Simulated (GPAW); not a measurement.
GPAW is run on Ga3Ni2 (P-3m1, 5 atoms in the cell), and the run fails. The aim is a self-consistent single point with DFT PBEsol, plane waves, GPAW PAW datasets PBEsol (made by gpaw-setup).

Cell that was meant: a = 4.0598 Å, b = 4.0598 Å, c = 4.9242 Å, α = 90.00°, β = 90.00°, γ = 120.00°.

Part of the input:

```python
                                [0.333333, 0.666667, 0.639960],
                                [0.000000, 0.000000, 0.000000],
                                [0.666667, 0.333333, 0.857560],
                                [0.333333, 0.666667, 0.142440]])

calc = GPAW(mode=PW(850),
            xc='PBEsol',
```

Output (repeated stretches shortened):

```
Input parameters:
  convergence: {forces: 0.001}
  kpts: [7 7 5]
  maxiter: 150
  mode: {ecut: 850.0,
         name: pw}
  nbands: -13
  occupations: {name: methfessel-paxton,
                order: 0,
                width: 0.272}
  symmetry: {symmorphic: False,
             tolerance: 0.0005}
  xc: PBEsol

species:
  Ga:
    name: Gallium
    Z: 31.0
    valence: 3
    core: 28
    charge: 0.0
    file: Ga.PBEsol.gz

    # Using partial waves for Ga as LCAO basis

  Ni:
    name: Nickel
    Z: 28.0
    valence: 16
    core: 12
    charge: 0.0
    file: Ni.PBEsol.gz

    # Using partial waves for Ni as LCAO basis

Reference energy: -241198.483841  # eV

Spin-paired calculation

Convergence criteria:
 Maximum [total energy] change in last 3 cyles: 0.0005 eV / valence electron
 Maximum integral of absolute [dens]ity change: 0.0001 electrons / valence electron
 Maximum integral of absolute [eigenst]ate change: 4e-08 eV^2 / valence electron
 Maximum change in the atomic [forces] across last 2 cycles: 0.001 eV/Ang OR
Maximum error relative to the maximum force is below inf
 Maximum number of scf [iter]ations: 150

Traceback (most recent call last):
   [... frames left out ...]
ValueError: K-points can only be used with PBCs!
```

Q: From the messages shown, name the fault and mend the input.

A: The fault is periodic boundary conditions left out; here the program stops on it instead of giving results. To fix it, switch periodicity on. The program stopped before any SCF iteration.

An input that runs soundly differs in these lines (not the only fix; some lines may just follow from the change or write a value another way):
```diff
-                                [0.333333, 0.666667, 0.142440]])
+                                [0.333333, 0.666667, 0.142440]],
+              pbc=True)
```

With that input, the run converged in 21 iterations: free energy E − TS (from the program's reference atoms) -28.1992 eV; Fermi level (on the code's own zero) 7.73 eV; pressure -4.00 GPa; largest force (vector length) 0.054 eV/Å (DFT PBEsol, plane waves, GPAW PAW datasets PBEsol (made by gpaw-setup)).

On the sound input: the starting cell comes from a database of computed structures (which also holds hypothetical and non-ambient phases and stackings), without a prior relaxation at this level. Its lattice was rescaled by a random factor within 2.5 % of one. Spin polarisation is off. With a pressure of about -4 GPa the cell is away from its equilibrium volume at this level.
